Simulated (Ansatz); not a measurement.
Y2Hf2O7 (Fd-3m, No. 227, 22 atoms in the cell; start mp-561442)

These are HSE06 in Ansatz (PAW) values and carry that method's errors.

Settings: plane-wave cutoff 460 eV, 4×4×4 k mesh, Fermi–Dirac smearing 0.01 eV, scalar-relativistic PAW data made under PBE.

Cell (relaxed with PBEsol):

```yaml
crystal:
  lattice:
    - [0.00000, 5.20320, 5.20320]
    - [5.20320, 0.00000, 5.20320]
    - [5.20320, 5.20320, 0.00000]
  atoms:
    - { symbol: Y, position: [0.12500, 0.12500, 0.12500] }
    - { symbol: Y, position: [0.62500, 0.12500, 0.12500] }
    - { symbol: Y, position: [0.12500, 0.12500, 0.62500] }
    - { symbol: Y, position: [0.12500, 0.62500, 0.12500] }
    - { symbol: Hf, position: [0.62500, 0.12500, 0.62500] }
    - { symbol: Hf, position: [0.62500, 0.62500, 0.62500] }
    - { symbol: Hf, position: [0.12500, 0.62500, 0.62500] }
    - { symbol: Hf, position: [0.62500, 0.62500, 0.12500] }
    - { symbol: O, position: [0.96455, 0.53545, 0.53545] }
    - { symbol: O, position: [0.28545, 0.71455, 0.28545] }
    - { symbol: O, position: [0.53545, 0.96455, 0.96455] }
    - { symbol: O, position: [0.71455, 0.28545, 0.71455] }
    - { symbol: O, position: [0.53545, 0.96455, 0.53545] }
    - { symbol: O, position: [0.28545, 0.28545, 0.71455] }
    - { symbol: O, position: [0.96455, 0.53545, 0.96455] }
    - { symbol: O, position: [0.71455, 0.71455, 0.28545] }
    - { symbol: O, position: [0.53545, 0.53545, 0.96455] }
    - { symbol: O, position: [0.71455, 0.28545, 0.28545] }
    - { symbol: O, position: [0.96455, 0.96455, 0.53545] }
    - { symbol: O, position: [0.28545, 0.71455, 0.71455] }
    - { symbol: O, position: [0.00000, 0.00000, 0.00000] }
    - { symbol: O, position: [0.25000, 0.25000, 0.25000] }
```

```yaml
band_gap: 4.69 eV (on the SCF k mesh)
```

Note: cell and atoms aren't relaxed at this level (pressure 2.1 GPa).

Spin–orbit coupling is not included.

Static lattice: no zero-point or thermal effects.

A start named mp-… is a Materials Project structure, which need not be a measured phase.

Ansatz is a quantum-chemistry and plane-wave program.
